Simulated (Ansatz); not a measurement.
Structures of equal composition on the (0001) surface of 4H silicon carbide (Si plane on top): (√3x√3)R30° Ga adatom at H3; (√3x√3)R30° Ga adatom at T4. The slabs share one bottom face, and each structure is named by its start. These are constructed structures in small cells; real faces may alloy, dewet or reconstruct in larger ones, and not all known structures of the face are among them. Slabs of about 10 Å, Fermi-Dirac smearing of 0.025 eV. Bottom of the slabs: H caps. Relaxed from the named starts with such symmetry as they have, on meshes of like density; energies extrapolated to zero smearing; spin only where a row says so; no spin-orbit coupling, no U. Brackets mark spin-polarised runs, whose order is one that fits the cell. Where a second, spin-polarised start was run, the lower counts.

The numbers are results of r2SCAN, at the PBE geometry (plane waves to 500 eV, PAW; Ansatz, a quantum-chemistry and plane-wave program), not measurements.

### Question
Put the candidates in order of energy per 1x1 cell, lowest first, for r2SCAN, at the PBE geometry.

### Answer
(√3x√3)R30° Ga adatom at T4 (0.000 eV, gap 1.89 eV on the mesh), (√3x√3)R30° Ga adatom at H3 (0.201 eV, gap 1.42 eV on the mesh)
